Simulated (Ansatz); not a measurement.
Consider the following.

```
SrCl2
1.0
    0.00000     3.36757     3.36757
    3.36757     0.00000     3.36757
    3.36757     3.36757     0.00000
Sr Cl
1 2
Cartesian
  0.00000   0.00000   0.00000
  1.68379   1.68379   1.68379
  5.05136   5.05136   5.05136
```

No spin polarisation.

All numbers come from PBEsol (Ansatz, an electronic-structure program; PAW; 420 eV plane waves; no spin-orbit coupling). Γ-centred 8×8×8 mesh, Fermi–Dirac width 0.05 eV.

### Question
Predict the band gap.

### Answer
5.27 eV.

### Question
What is the computed electron mass?

### Answer
0.92 mₑ along k, 0.59 mₑ across (at X).

### Question
Estimate the gap character.

### Answer
Direct at X.

The cells carry an imposed strain or load. Effective masses come from finite differences of ±0.01 Å⁻¹. Along k means along the line from Γ to the band edge. No phonon test of stability was made. The cell was made from SrCl2 in the fluorite structure (space group Fm-3m, No. 225) by this change: isotropic strain −2.50 %.
